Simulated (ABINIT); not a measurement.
# Equation of state of zinc-blende CdSe (space group 216): energy against volume (ABINIT, PBE)

```
CdSe
1.0
    0.00000     2.97121     2.97121
    2.97121     0.00000     2.97121
    2.97121     2.97121     0.00000
Cd Se
1 1
Direct
  0.00000   0.00000   0.00000
  0.75000   0.75000   0.75000
```

Method: PBE, norm-conserving pseudopotentials (PseudoDojo nc-sr-05 PBE standard) (plane waves; ABINIT). Settings: pseudos = [Cd.upf, Se.upf]; ecut = 66 Ha; occopt = 3; tsmear = 0.01 eV; ngkpt = 9 9 9; nshiftk = 1; shiftk = 0 0 0; potentials = PseudoDojo nc-sr-05 PBE standard; nband = 24; kptopt = 1; nstep = 50; toldfe = 1e-09 Ha. The cell above is the first row's. The rows scale it uniformly. In all rows fractional positions and the k mesh are held. E is the free energy at the stated smearing, counted from the lowest row.

```
V (Å^3/atom)  E (meV/atom)
------------  ------------
26.230               73.92
26.800               49.85
27.371               31.16
27.941               17.32
28.511                7.80
29.081                2.16
29.651                0.00
30.222                0.96
30.792                   ?
```

Fit E of the 8 rows that show it with the third-order Birch-Murnaghan form, a cubic in V^(-2/3). With u = V^(-2/3) - 0.108, the rows have u = 0.005275, 0.003663, 0.002105, 0.000602, -0.000850, -0.002255, -0.003614, -0.004933. Least squares gives E = 12.914 + 6772.3·u + 894617·u² + 2636971·u³. Residuals (row less fit): 0.002, -0.004, 0.002, 0.004, -0.002, -0.001, 0.001, 0.000; standard error 0.004 (degrees of freedom: 4). Its minimum lies at u = -0.003851, so V0 = (0.104149)^(-3/2) = 29.75. There d²E/du² = 1728000 and d³E/du³ = 1.582e7, so B0 = (4/9) × 29.75^(-7/3) × 1728000 × 0.160218 = 44.9 GPa (the last factor turns the table's units into GPa), and B0' = 4 + (2/3) × 0.104149 × (1.582e7)/1728000 = 4.6. The program's pressures in the fitted runs (not shown) pass through zero at V = 29.75, 0.00 % from this V0.

Question: What does the fit predict for E at V = 30.792, and how far is the calculated value from it?

Answer: u = -0.006209, so E = 12.914 + 6772.3 × (-0.006209) + 894617 × (-0.006209)² + 2636971 × (-0.006209)³ = 4.723 meV/atom. The calculation gives 4.71 meV/atom, 0.013 meV/atom below the prediction (under 0.05 % of the range of E in the table). The row lies outside the fitted rows, so this is an extrapolation. From the scatter of the fitted rows alone, a prediction at this place has a standard error of 0.009 meV/atom, so the miss is 1.5 times that.

Carrying the step between the two nearest rows on in a straight line would have given 1.92, off by 2.79; series whose last step already gives the withheld value aren't shown. The scan was laid around a cell of about the measured size, scaled by a guess for this functional. This is one of two polymorphs. The runs keep the symmetry of the cell, so they don't test it for distortions. Cutoffs and mesh are single choices, not tested for convergence of this quantity. Series with a scatter that would blur these digits, or in which a gap closes, are not shown. Nor are scans whose minimum lies at an end fitted in this form.
